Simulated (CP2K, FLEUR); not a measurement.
A FLEUR input for a self-consistent single point of K2PdF4 (C2/m, 7 atoms in the cell) (DFT, PBEsol, all-electron FLAPW (FLEUR), scalar-relativistic valence):

Input of the input generator:

```
K2PdF4 crystal
&input film=f /
4.7233450000 -2.9634650000 0.0000000000
4.7233450000 2.9634650000 -0.0000000000
-0.0811080000 -0.0000000000 4.2621180000
1.8897261246
1.0 1.0 1.0

7
19 0.3489200000 0.3489200000 0.2801000000
19 0.6510800000 0.6510800000 0.7199000000
46 -0.0000000000 -0.0000000000 0.0000000000
9 0.1304600000 0.6530600000 0.7783000000
9 0.8695400000 0.3469400000 0.2217000000
9 0.3469400000 0.8695400000 0.2217000000
9 0.6530600000 0.1304600000 0.7783000000

&comp jspins=1 /
&exco xctyp='PBEs' /
&kpt div1=4 div2=4 div3=5 gamma=t /
&end /
```

```xml
<?xml version="1.0" encoding="UTF-8" standalone="no"?>
<fleurInput fleurInputVersion="0.39">
   <comment>
      K2PdF4 crystal                                                                                      
   </comment>
   <calculationSetup>
      <cutoffs Kmax="4.7" Gmax="18.8" GmaxXC="18.8" numbands="0"/>
      <scfLoop itmax="80" minDistance="0.00001" maxIterBroyd="99" imix="Anderson" alpha="0.05" precondParam="0.0" spinf="2.0"/>
      <coreElectrons ctail="T" frcor="F" kcrel="0" coretail_lmax="0"/>
      <xcFunctional name="PBEs" relativisticCorrections="F"/>
      <magnetism jspins="1"/>
      <soc l_soc="F" theta="0.0" phi="0.0" spav="F"/>
      <expertModes spex="0" secvar="F"/>
      <geometryOptimization l_f="T" forcealpha="1.0" forcemix="BFGS" epsdisp="0.00001" epsforce="0.00001"/>
      <ldaU l_linMix="F" mixParam="0.05" spinf="1.0"/>
   </calculationSetup>
   <cell>
      <bzIntegration valenceElectrons="62.0" mode="hist" fermiSmearingEnergy="0.00036749">
         <kPointListSelection listName="default-1"/>
         <!-- k-points included here -->
         <xi:include xmlns:xi="http://www.w3.org/2001/XInclude" href="kpts.xml"> </xi:include>
      </bzIntegration>
      <!-- symmetry operations included here -->
      <xi:include xmlns:xi="http://www.w3.org/2001/XInclude" href="sym.xml"> </xi:include>
      <bulkLattice scale="1.0">
         <bravaisMatrix>
            <row-1>    8.9258284419987870    -5.6001372298377383     0.0000000000000000</row-1>
            <row-2>    8.9258284419987870     5.6001372298377383     0.0000000000000000</row-2>
            <row-3>   -0.1532719065140568     0.0000000000000000     8.0542357307279033</row-3>
         </bravaisMatrix>
      </bulkLattice>
   </cell>
   <atomSpecies>
      <species name="Potassium (K)" element="K" atomicNumber="19">
         <mtSphere radius="2.68" gridPoints="925" logIncrement="0.013"/>
         <atomicCutoffs lmax="10" lnonsphr="8"/>
         <electronConfig flipSpins="F">
            <coreConfig>(1s1/2) (2s1/2) (2p1/2) (2p3/2)</coreConfig>
            <valenceConfig>(3s1/2) (3p1/2) (3p3/2) (4s1/2)</valenceConfig>
            <stateOccupation state="(4s1/2)" spinUp="0.5" spinDown="0.5"/>
         </electronConfig>
         <energyParameters s="4" p="4" d="3" f="4"/>
         <lo type="SCLO" l="0" n="3" eDeriv="0"/>
         <lo type="SCLO" l="1" n="3" eDeriv="0"/>
      </species>
      <species name="Palladium (Pd)" element="Pd" atomicNumber="46">
         <mtSphere radius="2.23" gridPoints="771" logIncrement="0.017"/>
         <atomicCutoffs lmax="8" lnonsphr="6"/>
         <electronConfig flipSpins="F">
            <coreConfig>(1s1/2) (2s1/2) (2p1/2) (2p3/2) (3s1/2) (3p1/2) (3p3/2) (4s1/2) (3d3/2) (3d5/2)</coreConfig>
            <valenceConfig>(4p1/2) (4p3/2) (5s1/2) (4d3/2) (4d5/2)</valenceConfig>
            <stateOccupation state="(5s1/2)" spinUp="0.5" spinDown="0.5"/>
            <stateOccupation state="(4d3/2)" spinUp="1.8" spinDown="1.8"/>
            <stateOccupation state="(4d5/2)" spinUp="2.7" spinDown="2.7"/>
         </electronConfig>
         <energyParameters s="5" p="5" d="4" f="4"/>
         <lo type="SCLO" l="1" n="4" eDeriv="0"/>
      </species>
      <species name="Fluorine (F)" element="F" atomicNumber="9">
         <mtSphere radius="1.25" gridPoints="433" logIncrement="0.024"/>
         <atomicCutoffs lmax="6" lnonsphr="4"/>
         <electronConfig flipSpins="F">
            <coreConfig>(1s1/2)</coreConfig>
            <valenceConfig>(2s1/2) (2p1/2) (2p3/2)</valenceConfig>
            <stateOccupation state="(2p1/2)" spinUp="0.8333333333333" spinDown="0.8333333333333"/>
            <stateOccupation state="(2p3/2)" spinUp="1.6666666666667" spinDown="1.6666666666667"/>
         </electronConfig>
         <energyParameters s="2" p="2" d="3" f="4"/>
      </species>
   </atomSpecies>
   <atomGroups>
      <atomGroup species="Potassium (K)">
         <relPos label="                   1">.3489200000 .3489200000 .2801000000</relPos>
         <relPos label="                   2">-.3489200000 -.3489200000 -.2801000000</relPos>
         <force calculate="T" relaxXYZ="TTT"/>
      </atomGroup>
      <atomGroup species="Palladium (Pd)">
         <relPos label="                   3">.0000000000 .0000000000 .0000000000</relPos>
         <force calculate="T" relaxXYZ="TTT"/>
      </atomGroup>
      <atomGroup species="Fluorine (F)">
         <relPos label="                   4">.1304600000 -.3469400000 -.2217000000</relPos>
         <relPos label="                   5">-.1304600000 .3469400000 .2217000000</relPos>
         <relPos label="                   6">.3469400000 -.1304600000 .2217000000</relPos>
         <relPos label="                   7">-.3469400000 .1304600000 -.2217000000</relPos>
         <force calculate="T" relaxXYZ="TTT"/>
      </atomGroup>
   </atomGroups>
   <output dos="F" band="F" slice="F">
      <checks vchk="F" cdinf="F"/>
      <bandDOS minEnergy="-.5*Htr" maxEnergy="0.5*Htr" sigma="0.015" storeEVData="T"/>
      <vacuumDOS vacdos="F" integ="F" star="F" nstars="0" locx1="0.0" locy1="0.0" locx2="0.0" locy2="0.0" nstm="0" tworkf="0.0"/>
      <unfoldingBand unfoldBand="F" supercellX="1" supercellY="1" supercellZ="1"/>
      <plotting iplot="0" polar="F">
         <plot TwoD="T" vec1="  1.0  0.0  0.0" vec2="  0.0  1.0  0.0" vec3="  0.0  0.0  1.0" zero="  0.0  0.0  0.0" file="plot"/>
      </plotting>
      <chargeDensitySlicing numkpt="0" minEigenval="0.0" maxEigenval="0.0" nnne="0" pallst="F"/>
      <specialOutput eonly="F"/>
      <magneticCircularDichroism mcd="F" energyLo="-10.0" energyUp="0.0"/>
   </output>
  <!-- We include the file relax.xml here to enable relaxations (see documentation) -->
  <xi:include xmlns:xi="http://www.w3.org/2001/XInclude" href="relax.xml"> <xi:fallback/> </xi:include>
</fleurInput>
```

Task: Give the CP2K input for the same structure, mesh, smearing and functional.

Result: One input that does it (others would too):

```
&GLOBAL
  PROJECT k2pdf4
  RUN_TYPE ENERGY_FORCE
  PRINT_LEVEL MEDIUM
&END GLOBAL
&FORCE_EVAL
  METHOD Quickstep
  STRESS_TENSOR ANALYTICAL
  &DFT
    BASIS_SET_FILE_NAME BASIS_MOLOPT
    POTENTIAL_FILE_NAME GTH_POTENTIALS
    &QS
      METHOD GPW
      EPS_DEFAULT 1E-11
    &END QS
    &MGRID
      CUTOFF 550
      REL_CUTOFF 50
      NGRIDS 5
    &END MGRID
    &SCF
      SCF_GUESS ATOMIC
      EPS_SCF 1E-7
      MAX_SCF 100
      ADDED_MOS 11
      &DIAGONALIZATION
        ALGORITHM STANDARD
      &END DIAGONALIZATION
      &MIXING
        METHOD BROYDEN_MIXING
        ALPHA 0.2
        NBUFFER 8
      &END MIXING
      &SMEAR ON
        METHOD FERMI_DIRAC
        ELECTRONIC_TEMPERATURE [K] 116.05
      &END SMEAR
    &END SCF
    &KPOINTS
      SCHEME MONKHORST-PACK 4 4 5
      GAMMA_CENTERED T
    &END KPOINTS
    &XC
      &XC_FUNCTIONAL
        &PBE
          PARAMETRIZATION PBESOL
        &END PBE
      &END XC_FUNCTIONAL
    &END XC
    &PRINT
      &MO
        EIGENVALUES T
        OCCUPATION_NUMBERS T
        NDIGITS 8
        FILENAME mo
        &EACH
          QS_SCF 0
        &END EACH
        ADD_LAST NUMERIC
      &END MO
      &MULLIKEN ON
      &END MULLIKEN
    &END PRINT
  &END DFT
  &SUBSYS
    &CELL
      ABC 5.57603000 5.57602984 4.26288967
      ALPHA_BETA_GAMMA 90.92347524 90.92347616 64.20898855
      PERIODIC XYZ
    &END CELL
    &COORD
      SCALED
      K        0.34892000     0.34892000     0.28010000
      K        0.65108000     0.65108000     0.71990000
      Pd       0.00000000     0.00000000     0.00000000
      F        0.13046000     0.65306000     0.77830000
      F        0.86954000     0.34694000     0.22170000
      F        0.34694000     0.86954000     0.22170000
      F        0.65306000     0.13046000     0.77830000
    &END COORD
    &KIND K
      BASIS_SET DZVP-MOLOPT-SR-GTH
      POTENTIAL GTH-PBE-q9
    &END KIND
    &KIND Pd
      BASIS_SET DZVP-MOLOPT-SR-GTH
      POTENTIAL GTH-PBE-q18
    &END KIND
    &KIND F
      BASIS_SET DZVP-MOLOPT-SR-GTH
      POTENTIAL GTH-PBE-q7
    &END KIND
  &END SUBSYS
  &PRINT
    &FORCES ON
    &END FORCES
    &STRESS_TENSOR ON
    &END STRESS_TENSOR
  &END PRINT
&END FORCE_EVAL
```

Basis settings and potentials, where a program has them, do not carry over. This input uses DFT PBEsol, GPW, DZVP-MOLOPT-SR-GTH basis, GTH-PBE potentials (GTH_POTENTIALS).

The starting cell comes from a database of computed structures (which also holds hypothetical and non-ambient phases and stackings), without a prior relaxation at this level.
